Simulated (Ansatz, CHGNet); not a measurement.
Cubic perovskite SrVO₃: properties by level of theory

```tsv
level (code)	elastic constant C11 (GPa)	elastic constant C44 (GPa)	Voigt–Reuss–Hill shear modulus (GPa)
CHGNet 0.3.0	153	64.7	44.5
LDA (Ansatz)	385	127	127
PBE (Ansatz)	308	115	107
PBEsol (Ansatz)	350	121	117
r²SCAN+U (ortho-atomic projectors) (Ansatz)	310	105	95.8
r²SCAN (Ansatz)	346	129	120
```

Caveats: the run warned that the count of filled bands differs between k points (r²SCAN+U (ortho-atomic projectors)). Ansatz's density-functional and Hartree–Fock values are scalar-relativistic unless marked +SOC, with PAW data made under PBE.

The crystal itself was run without spin with LDA, PBE, PBEsol, r²SCAN+U (ortho-atomic projectors), r²SCAN; a magnetic state was not tried in these runs.

Unless a cell is named, each level is at its own relaxed cell (CHGNet 0.3.0 11.92, LDA 10.74, PBE 11.48, PBEsol 11.06, r²SCAN+U (ortho-atomic projectors) 11.27, r²SCAN 11.22 Å³/atom).

Static lattice: no zero-point or thermal effects.

Ansatz is a first-principles code.
